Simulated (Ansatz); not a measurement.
Consider Ca in the fcc (Cu type) structure (space group Fm-3m, No. 225; a = 5.527 Å).

Calculations: PBE/PAW in Ansatz (an electronic-structure program), no spin-orbit coupling.

Before the change:

The lattice parameter a is 5.527 Å.

Modification: cell and atoms relaxed at a pressure of 60 GPa.

How does this affect the lattice parameter a?

The lattice parameter a drops by 1.4942 Å, from 5.527 Å to 4.032 Å.

Load acts through the strain it causes; cell and atoms are relaxed under it. No phonon test of stability was made. Measured, Ca leaves this structure (for bcc) near 20 GPa (temperature not stated; as listed in Olga Degtyareva, NATO science for peace and security series. B, Physics and biophysics (2010)).
